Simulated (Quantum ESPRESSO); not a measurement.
A self-consistent single point of YSi₂Rh₃ (P6mm, 6 atoms in the cell) with Quantum ESPRESSO.

Method: PBEsol, GBRV 1.5 ultrasoft (PBESOL) pseudopotentials (plane waves; Quantum ESPRESSO).

```xyz
6
Lattice="5.4555 0.0000 0.0000 -2.7278 4.7246 0.0000 0.0000 0.0000 3.5929" Properties=species:S:1:pos:R:3 pbc="T T T"
Y      0.0000     0.0000     0.0500
Si     2.7278     1.5749     0.0000
Si     0.0000     3.1497     0.0000
Rh    -1.3639     2.3623     1.7965
Rh     2.7278     0.0000     1.7965
Rh     1.3639     2.3623     1.7965
```

Reference input (self-consistent single point, DFT, PBEsol, plane waves, GBRV 1.5 ultrasoft (PBESOL) pseudopotentials): ecutwfc = 40 Ry; ecutrho = 320 Ry; occupations = smearing; smearing = fermi-dirac; degauss = 0.0073499 Ry; potentials = {Y: y_pbesol_v1.4.uspp.F.UPF, Si: si_pbesol_v1.uspp.F.UPF, Rh: rh_pbesol_v1.4.uspp.F.UPF}; K_POINTS = automatic 3 3 4 0 0 0; conv_thr = 1e-11 Ry. This run's input differs from it in these lines:

```diff
@@ -14,5 +14,3 @@
    ecutrho = 320
-   occupations = 'smearing'
-   smearing = 'fermi-dirac'
-   degauss = 0.0073499
+   occupations = 'tetrahedra_opt'
 /
```

The program printed (abridged):

```
     Self-consistent Calculation

     iteration #  1     ecut=    40.00 Ry     beta= 0.70

     negative rho (up, down):  1.683E-01 0.000E+00

     total energy              =    -624.66211585 Ry
     estimated scf accuracy    <       1.95690997 Ry

     iteration #  2     ecut=    40.00 Ry     beta= 0.70

     negative rho (up, down):  1.652E-01 0.000E+00

     total energy              =    -624.66223397 Ry
     estimated scf accuracy    <       6.73458571 Ry

     iteration #  3     ecut=    40.00 Ry     beta= 0.70

     negative rho (up, down):  1.658E-01 0.000E+00

     total energy              =    -625.68820946 Ry
     estimated scf accuracy    <       0.05352661 Ry

   [... 95 blocks of this kind left out ...]

     iteration # 99     ecut=    40.00 Ry     beta= 0.70

     negative rho (up, down):  1.665E-01 0.000E+00

     total energy              =    -625.71885772 Ry
     estimated scf accuracy    <       0.00000077 Ry

     iteration #100     ecut=    40.00 Ry     beta= 0.70

     negative rho (up, down):  1.665E-01 0.000E+00

     total energy              =    -625.71885772 Ry
     estimated scf accuracy    <       0.00000076 Ry
     End of self-consistent calculation

     convergence NOT achieved after 100 iterations: stopping

   JOB DONE.
```

The run ended unconverged after 100 iterations. 

The starting cell comes from a database of computed structures (which also holds hypothetical and non-ambient phases and stackings), without a prior relaxation at this level. Its lattice was rescaled by up to half a per cent. One atom was moved a little off its site on purpose.

Cost on one core of a shared machine: roughly 8 min.
